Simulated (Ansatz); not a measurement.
An Ansatz (an electronic-structure program) run: Rb with a change (Rb → Na); PBEsol (Ansatz, PAW, no SOC), earlier PAW set.

Input:

Ansatz 0.2 input:
```yaml
crystal:
  lattice:
    - [-2.0855300778, 2.0855300778, 2.0855300778]
    - [2.0855300778, -2.0855300778, 2.0855300778]
    - [2.0855300778, 2.0855300778, -2.0855300778]
  atoms:
    - { symbol: Na, position: [0, 0, 0] }
basis: { ecutwfc: 420, ecutrho_ratio: 4, xc_grid: 2, fft_grid_basis: typed }
kpoints: { mp_grid: { grid: [16, 16, 16] } }
hamiltonian:
  xc: pbesol
  dispersion: none
  pseudopotentials: { azcp: { folder: ./paw }, kind: paw }
scf: { occupations: { method: fermi_dirac, width: 0.05 }, convergence: { dr2_threshold: 0.0000000001 } }
output: { forces: true, stress: true }
checkpoint: { write: state.ck, write_every: 1000 }
```

Output:

```
WARN ansatz: RAYON_NUM_THREADS=1 ignored (pool sized by the plan → 1); use --threads N
Pseudopotentials: kind: paw
Pseudopotential: Na, paw, valence charge 9
Functional definition: PBEsol
Crystal: 1 atoms, lattice volume = 36.284 Å³
Basis set: ecut = 420 eV, 683 PW (Γ), exchange–correlation on 50×50×50 points (8 copies of the dense FFT grid, shifted against one another)
Bands: 9, of which v1, the nominal top of the filled ones, is band 5 counted from 1 (4 counted from 0)
Symmetry: 48 space group operations
Space group: Im-3m (ITA 229), of the structure as read, at distance tolerance 3.3e-5 Å
k-points: 145 of 4096
PAW frozen core: Na, regenerated for the run's functional, and the local potential with it
Initial density: superposition of atomic densities (chi_scale 0.1, normalization cell)
Initial wavefunctions: pseudopotential atomic-orbital guess
Eigensolver: davidson
Functional: x = pbesol(κ = 0.804, μ = 0.12345679012345678), c = pbesol(β = 0.046)
SCF iter   1: F=—  HF=-1475.877152 eV  |F-HF|=—  |Δ(HF+E_count)|=         —  Δρ=5.96e-3  dr2=1.63e-2  ethr=3.10e-3  ⟨swp⟩=5.9  Hψ=8764  notcnv=0
all-band conjugate gradients solve this SCF's bands
preconditioner: auto → Kerker (q_TF=auto, 2.163 Å⁻¹)
SCF iter   2: F=—  HF=-1475.873440 eV  |F-HF|=—  |Δ(HF+E_count)|=   3.71e-3  Δρ=3.14e-3  dr2=6.82e-3  ethr=1.81e-4  ⟨swp⟩=2.0  Hψ=3079  notcnv=0  defer=28
SCF iter   3: F=—  HF=-1475.872038 eV  |F-HF|=—  |Δ(HF+E_count)|=   1.40e-3  Δρ=1.12e-3  dr2=8.87e-4  ethr=7.58e-5  ⟨swp⟩=2.0  Hψ=1830  notcnv=0  defer=28
SCF iter   4: F=—  HF=-1475.871906 eV  |F-HF|=—  |Δ(HF+E_count)|=   1.32e-4  Δρ=1.12e-4  dr2=3.44e-6  ethr=9.85e-6  ⟨swp⟩=2.0  Hψ=1716  notcnv=0  defer=28
SCF iter   5: F=—  HF=-1475.871906 eV  |F-HF|=—  |Δ(HF+E_count)|=   8.69e-8  Δρ=1.66e-5  dr2=9.16e-8  ethr=3.82e-8  ⟨swp⟩=1.5  Hψ=1349  notcnv=0  defer=28
SCF iter   6: F=—  HF=-1475.871906 eV  |F-HF|=—  |Δ(HF+E_count)|=   1.19e-7  Δρ=3.74e-6  dr2=3.09e-9  ethr=1.02e-9  ⟨swp⟩=1.6  Hψ=1361  notcnv=0  defer=28
SCF iter   7: F=-1475.871906 eV  HF=-1475.871906 eV  |F-HF|=6.82e-11  |Δ(HF+E_count)|=   3.29e-9  Δρ=5.65e-7  dr2=5.06e-11  ethr=1.11e-12  ⟨swp⟩=3.1  Hψ=5035  notcnv=0
SCF 1 converged in 7 iterations: F = -1475.871906 eV  dr2 = 5.06e-11
SCF converged after 7 iterations
Free energy (F): -1475.871906 eV
Harris-Foulkes:  -1475.871906 eV  (|F-HF|=6.82e-11)
Internal energy: -1475.868141 eV  (E = F + TS)
E sigma→0 (E₀):  -1475.870023 eV
Entropy (-TS):   -0.003765 eV (-3.765 meV/atom)
Fermi energy:    1.742342 eV
--- Per-component energies (eV) ---
  E_band       = -239.765631
  E_kinetic    = 112.972401
  E_local      = -1591.561934  (includes V_loc(G=0)·N_el)
  E_nonlocal   = 278.651425
  E_hartree    = 552.179888
  E_xc         = -35.675844
  E_vxc        = -46.125778  (∫ρ·V_xc dr)
  E_paw        = -283.661623  (= ΣΔE_a)
  E_vpaw       = -98.061450  (= ΣTr[D̂ρ^β])
  E_aug_tail   = 0.000013  (compensation charges beyond the density's cutoff)
  E_ewald      = -508.827160
  E_core_change = 0.054694  (= ΣΔE_core)
  E_smearing   = -0.003765  (= −TS)
  E_closure    = 0.000000  (closes the sum)
  Σ components = -1475.871906   (vs F -1475.871906, Δ=0.00e0)
  [band-id]    e_kinetic+e_local+e_nonlocal+2·e_hartree+e_vxc+e_vpaw+e_augmentation_tail = -239.765546   (vs E_band -239.765631, Δ=8.47e-5)
--- Forces (eV/Å), atoms counted from 1 ---
  atom   1  Na     0.00000000     0.00000000    -0.00000000
  max |Σ_I F_I| component: 2.05e-32 eV/Å
--- Stress (GPa, compression-positive) ---
        0.000032       0.000000      -0.000000
        0.000000       0.000032       0.000000
       -0.000000       0.000000       0.000032
  P = ⅓ Tr σ = 0.0000 GPa (0.000 kbar)
  The stress holds the Pulay correction. Without it, at fixed plane waves, as pw.x and ABINIT print it: P = -0.0013 GPa
  The stress includes an estimate of the error left by incomplete SCF convergence (largest component -0.0001 GPa).
--- Band table ---
  band table: none
```

Stability against distortions was not tested. The cell was made from Rb by this change: Rb → Na.
